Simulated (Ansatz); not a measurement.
Functionals compared on Cl on the 1x1 (100) surface of fcc Ni, ferromagnetic, one in a 2x2 cell, started at the site 'hollow Ni-Ni-Ni-Ni over Ni at depth 1.7 Å', in Ansatz (plane waves, PAW). The structure was relaxed with PBE; the other rows are single points on it, each with its references at the same level. Cutoff 420 eV.

Model: 17-atom slab, 5.2 Å thick at the start under the adsorbate (thin: gaps and levels are the slab's own), 6x6x1 mesh, Fermi-Dirac 0.1 eV, dipole correction, 8 atoms held, the rest relaxed; start symmetry kept, larger cells not searched; spin-polarised, no spin-orbit, no U, no dispersion correction. At the end it is bonded to 4 Ni. In PBE it is, or lies within 0.03 eV of, the lowest of the starts that converged. These notes are the PBE run's. Adsorption energies are against ½ Cl2(g). A negative adsorption energy means that the adsorbate is more stable on the surface than in its reference.

| functional | adsorption energy (eV) | work function of the top face (eV) | change of the work function (eV) | magnetic moment of the cell (μB) | rough cost of the single point |
|---|---|---|---|---|---|
| PBE | -2.31 | 4.70 | -0.18 | 10.73 | – |
| RPBE | ? | ? | ? | 10.84 | about 5 core-minutes (a rough figure) |

**Question.** Complete the blanks.

**Answer.** 
- RPBE, adsorption energy (eV): -2.01
- RPBE, work function of the top face (eV): 4.57
- RPBE, change of the work function (eV): -0.14

Ansatz is a quantum-chemistry and plane-wave program.
